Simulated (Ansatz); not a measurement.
The starting structures come from a database of crystals and need not be the phases stable at ambient conditions.

 Where the default PAW files enter, the runs use the earlier of Ansatz's two default sets.

By LDA and PBEsol, the system below comes out a metal.

Given:

```
CELL_PARAMETERS angstrom
      3.32152     0.00000     0.00000
      0.00000     4.05838     0.00000
      1.66076    -2.02919     2.02919
ATOMIC_POSITIONS crystal
  Sn 0.00000 0.00000 0.00000
```

Space group of this cell: I4/mmm. The cell is taken as given; by PBEsol its mean pressure is -1.8 GPa.

The current runs along the normal of the first two printed vectors, the (100) plane. All runs by Ansatz (an electronic-structure program), plane waves and PAW, without spin-orbit coupling; the base is PBEsol.

```
run                                                      mean pressure (GPa)  G/A, both spins (10¹⁵ S/m²)
-------------------------------------------------------  -------------------  ---------------------------
base                                                                    -1.8                         1.20
all lengths scaled by 0.98                                               1.5                         1.26
all lengths scaled by 1.02                                              -4.2                         1.14
lda in place of pbesol                                                  -3.1                         1.20
lengths across the current scaled by 0.98, ions clamped                  0.4                         1.24
lengths across the current scaled by 1.02, ions clamped                 -3.5                         1.16
lengths along the current scaled by 0.97, ions clamped                  -0.3                         1.24
lengths along the current scaled by 1.03, ions clamped                  -2.9                   (withheld)
```

Question: Fill in the missing entries.

Answer: 
- lengths along the current scaled by 1.03, ions clamped, G/A, both spins (10¹⁵ S/m²): 1.18
